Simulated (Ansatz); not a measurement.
Ansatz (an electronic-structure program), DFT, r2SCAN, plane waves, its default PAW files, spin-polarised: CeRh2 (from the phase in space group 227, mp-951) (Rh4Ce2), 6 atoms, spin-polarised from a ferromagnetic start (1 μB on Ce). Basis and mesh were picked for this test and aren't claimed converged.

```
Quantity                                                          Result
---------------------------------------  -------------------------------
cell                                     5.35, 5.35, 5.35 Å; 60, 60, 60°
task                                                        single point
k mesh                                                             6×6×6
hamiltonian.xc                                                    r2scan
kind of files                                                        paw
scf.occupations.method                                       fermi_dirac
scf.occupations.width                                             0.1 eV
output.forces                                                       true
magnetization.spin_polarized                                        true
binding of workers (--pin)                                           off
k-point pools (--kpoint-pools)                                         1
memory maximum (--max-ram)                                          8GiB
accuracy                                                medium (default)
basis.precision                                           auto (default)
basis.xc_grid                                                4 (default)
scf.eigensolver.kind                                      auto (default)
scf.convergence.dr2_threshold                            1e-07 (default)
scf.lower_state_search                                   light (default)
k-points after symmetry (for each spin)                               16
bands at the start                                                    65
electrons                                                             92
plane waves at Γ                                                    2733
cutoff (eV)                                                          500
FFT grid                                                        40×40×40
symmetry operations                                                   48
```

Settings of this run: scf.mixing.algorithm = auto, scf.mixing.preconditioner = kerker, scf.algorithm = auto; 4 threads.

| iteration | dr2 (eV) | Hψ |
|---|---|---|
| 1 | 7.79e1 | 6624 |
| 2 | 6.95e0 | 4630 |
| 3 | 2.09e0 | 4435 |
| 4 | 3.51e-1 | 4559 |
| 5 | 2.85e-2 | 3813 |
| 6 | 2.49e-2 | 3791 |
| 7 | 5.29e-3 | 3795 |
| 8 | 4.63e-3 | 3044 |
| 9 | 2.12e-3 | 3372 |
| 10 | 5.23e-4 | 4460 |
| 11 | 2.31e-4 | 3640 |
| 12 | 2.32e-4 | 2080 |
| 13 | 3.81e-4 | 3105 |
| 14 | 5.11e-4 | 3255 |
| … | … | … |
| 38 | 1.28e-2 | 6193 |
| 39 | 2.75e-3 | 5256 |
| 40 | 1.21e-2 | 5202 |
| 41 | 8.76e-3 | 3480 |
| 42 | 2.85e-4 | 6100 |
| 43 | 2.95e-4 | 4100 |
| 44 | 9.70e-4 | 4701 |
| 45 | 9.56e-4 | 3483 |
| … | … | … |
| 67 | 1.27e-6 | 3369 |
| 68 | 8.08e-7 | 2274 |
| 69 | 7.33e-7 | 3052 |
| 70 | 7.05e-7 | 2105 |
| 71 | 5.43e-7 | 3147 |
| 72 | 8.18e-8 | 3281 |
| 73 | 2.27e-8 | 3212 |
| 74 | 8.16e-9 | 6639 |

It converged after 74 SCF iterations. The residual passes the threshold 2 iterations ahead of the end: the program's stop has further conditions (on the energy's change, on-site and spin residuals, and checks that can put off the close).

### Question
Which change of one setting makes this cycle converge in far fewer steps?

### Answer
Several could match; the one computed here: scf.mixing.preconditioner = ldos (26 SCF iterations), all else kept. The other changes of this size gave: scf.mixing.preconditioner = none (31); scf.mixing.preconditioner = local_kerker (42); scf.mixing.preconditioner = auto (default) (74); scf.mixing.algorithm = broyden (74); scf.mixing.preconditioner = kerker_dos (92). With more settings changed, the fewest of all runs of this system: scf.mixing.preconditioner = auto (default), scf.algorithm = direct_min (15). In that run the program took: scf.mixing.algorithm Broyden, scf.eigensolver.kind band_cg, --slots 4. The change moves the result by: energy under 0.001 meV/atom, magnetization under 0.001 μB/atom, absolute magnetization under 0.001 μB/atom. Counts are of single runs.

Keys are those of Ansatz 0.2.
